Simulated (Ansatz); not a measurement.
Consider the following.

```xyz
5
Lattice="6.1305 0.0000 0.0000 0.0000 6.1305 0.0000 0.0000 0.0000 6.2409" Properties=species:S:1:pos:R:3 pbc="T T T"
Cs     0.0000     0.0000     0.0000
Sn     3.0653     3.0653     3.1204
I      3.0653     0.0000     3.1204
I      0.0000     3.0653     3.1204
I      3.0653     3.0653     0.0000
```

No spin polarisation.

Calculations: PBEsol (Ansatz, a quantum-chemistry and plane-wave program, PAW, no spin-orbit coupling). Γ-centred 8×8×8 mesh, Fermi–Dirac width 0.05 eV.

Q: Predict the gap character, band gap and pressure.

A: Gap character: direct at A
Band gap: 0.10 eV
Pressure (mean of the normal stresses, compression positive): -0.29 GPa

With I present, leaving out spin-orbit coupling can change the band edges. The cells carry an imposed strain or load. No phonon test of stability was made. The cell was made from CsSnI3 in the cubic perovskite structure (space group Pm-3m, No. 221) by this change: uniaxial strain ε_zz = +1.80 %. Many cubic perovskites are stable only at high temperature; tilts and polar distortions were not tested. A zero or small gap of CsSnI3 can be the functional's error rather than a property of the material.
